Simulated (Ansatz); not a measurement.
Input and output of a self-consistent single point for La₄Sb₃ (I-43d, 14 atoms in the cell) (Ansatz, an electronic-structure program).

Method of the run: LDA (PW92), default PAW files made with PBE (plane waves; Ansatz).

```yaml
crystal:
  lattice:
    - [-4.82450, 4.82450, 4.82450]
    - [4.82450, -4.82450, 4.82450]
    - [4.82450, 4.82450, -4.82450]
  atoms:
    - { symbol: La, position: [0.14126, 0.14126, 0.14126] }
    - { symbol: La, position: [0.85874, 0.50000, 0.00000] }
    - { symbol: La, position: [0.50000, 0.00000, 0.35874] }
    - { symbol: La, position: [0.00000, 0.85874, 0.50000] }
    - { symbol: La, position: [0.35874, 0.50000, 0.00000] }
    - { symbol: La, position: [0.64126, 0.64126, 0.64126] }
    - { symbol: La, position: [0.00000, 0.35874, 0.50000] }
    - { symbol: La, position: [0.50000, 0.00000, 0.85874] }
    - { symbol: Sb, position: [0.25000, 0.62500, 0.37500] }
    - { symbol: Sb, position: [0.37500, 0.25000, 0.62500] }
    - { symbol: Sb, position: [0.75000, 0.87500, 0.12500] }
    - { symbol: Sb, position: [0.12500, 0.75000, 0.87500] }
    - { symbol: Sb, position: [0.62500, 0.37500, 0.25000] }
    - { symbol: Sb, position: [0.87500, 0.12500, 0.75000] }
```

Reference input (self-consistent single point, DFT, LDA (PW92), plane waves, default PAW files made with PBE): basis.ecutwfc = 420 eV; kpoints.mp_grid.grid = 4 4 4; hamiltonian.xc = lda; hamiltonian.pseudopotentials = {kind: paw} (the program's default PAW files); scf.occupations.method = gaussian; scf.occupations.width = 0.1 eV. This run's input differs from it in these lines:

Ansatz 0.2 input:
```diff
@@ -29,3 +29,3 @@
 scf:
-  occupations: { method: gaussian, width: 0.1 eV }
+  occupations: { method: gaussian, width: 0.002 eV }
 output:
```

Output, abridged:

```
SCF iter   1: F=—  HF=-86640.075625 eV  |F-HF|=—  |Δ(HF+E_count)|=         —  Δρ=5.34e-3  dr2=5.52e-2  ethr=1.77e-3  ⟨swp⟩=7.2  Hψ=3783  notcnv=0  defer=22
all-band conjugate gradients solve this SCF's bands
preconditioner: auto → Resta (q_TF=auto, 2.338 Å⁻¹)
SCF iter   2: F=—  HF=-86640.052716 eV  |F-HF|=—  |Δ(HF+E_count)|=   2.29e-2  Δρ=2.61e-3  dr2=1.23e-2  ethr=3.10e-5  ⟨swp⟩=4.1  Hψ=1879  notcnv=0  defer=81
   [... lines left out ...]
SCF iter   4: F=—  HF=-86640.050861 eV  |F-HF|=—  |Δ(HF+E_count)|=   2.37e-5  Δρ=9.84e-5  dr2=4.20e-5  ethr=1.68e-7  ⟨swp⟩=3.1  Hψ=1612  notcnv=0  defer=81
SCF iter   5: F=—  HF=-86640.051160 eV  |F-HF|=—  |Δ(HF+E_count)|=   2.99e-4  Δρ=2.44e-5  dr2=2.63e-6  ethr=2.36e-8  ⟨swp⟩=2.0  Hψ=1477  notcnv=0  defer=81
SCF iter   6: F=—  HF=-86640.051160 eV  |F-HF|=—  |Δ(HF+E_count)|=   2.95e-7  Δρ=5.70e-6  dr2=1.47e-7  ethr=1.48e-9  ⟨swp⟩=2.9  Hψ=1687  notcnv=0  defer=81
SCF iter   7: F=-86640.051160 eV  HF=-86640.051160 eV  |F-HF|=6.48e-9  |Δ(HF+E_count)|=   2.19e-8  Δρ=1.79e-6  dr2=1.17e-8  ethr=5.62e-11  ⟨swp⟩=17.5  Hψ=4626  notcnv=0
SCF 1 converged in 7 iterations: F = -86640.051160 eV  dr2 = 1.17e-8
Free energy (F): -86640.051160 eV
Internal energy: -86640.050739 eV  (E = F + TS)
E sigma→0 (E₀):  -86640.050949 eV
Entropy (-TS):   -0.000421 eV (-0.030 meV/atom)
Fermi energy:    11.190874 eV
--- Forces (eV/Å), atoms counted from 1 ---
  atom   1  La     0.00813790     0.00813790     0.00813790
  atom   2  La     0.00813790    -0.00813790    -0.00813790
  atom   3  La    -0.00813790    -0.00813790     0.00813790
  atom   4  La    -0.00813790     0.00813790    -0.00813790
  atom   5  La     0.00813790    -0.00813790    -0.00813790
  atom   6  La     0.00813790     0.00813790     0.00813790
  atom   7  La    -0.00813790     0.00813790    -0.00813790
  atom   8  La    -0.00813790    -0.00813790     0.00813790
   [... lines left out ...]
  atom  14  Sb    -0.00000000     0.00000000    -0.00000000
--- Stress (GPa, compression-positive) ---
       -2.952570      -0.000000       0.000000
        0.000000      -2.952570       0.000000
        0.000000       0.000000      -2.952570
  P = ⅓ Tr σ = -2.9526 GPa (-29.526 kbar)
  The stress holds the Pulay correction. Without it, at fixed plane waves, as pw.x and ABINIT print it: P = -2.9695 GPa
```

The run converged in 7 iterations. Against the reference run the free energy rises by 3.5 meV/atom, the pressure moves little (-2.92 to -2.95 GPa) and the largest force stays at 0.014 eV/Å.

The starting cell comes from a database of published, mostly measured structures (it also holds non-ambient and calculated ones), without a prior relaxation at this level. Ansatz's pressure includes its estimate of the finite-basis (Pulay) stress.

Cost on one core of a shared machine: roughly 30 s.
